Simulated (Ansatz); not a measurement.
System: cubic perovskite CsSrF₃. Method: rVV10 in Ansatz (plane waves, PAW).

Numerical settings: plane-wave cutoff 520 eV, 8×8×8 k mesh, Fermi–Dirac smearing 0.01 eV, scalar-relativistic PAW data made under PBE.

A third-order Birch–Murnaghan fit to the energies gives V0 = 21.713 Å³/atom, B0 = 45.4 GPa, B′ = 4.8.

```
V (Å³/atom)     P (GPa)
-----------  ----------
20.411             3.25
20.845       (withheld)
21.279             0.96
21.714             0.00
22.148            -0.86
22.582       (withheld)
23.016       (withheld)
```

**Question.** Estimate the withheld pressures from this fit; the answers are the runs' own values.

**Answer.** 
- 20.845, P (GPa): 2.04
- 22.582, P (GPa): -1.62
- 23.016, P (GPa): -2.30

The formula P = (3/2) B0 (x^(7/3) − x^(5/3)) [1 + (3/4)(B′ − 4)(x^(2/3) − 1)] with x = V0/V meets the computed pressures within 0.01 GPa when these rounded values are put in.

Note: the relaxation could not lower the start's symmetry, so the cell can be a saddle point above a distorted one.

Spin–orbit coupling is not included.

It cost around 2.5 core-minutes (rough) of CPU time.

Ansatz is a quantum-chemistry and plane-wave program.
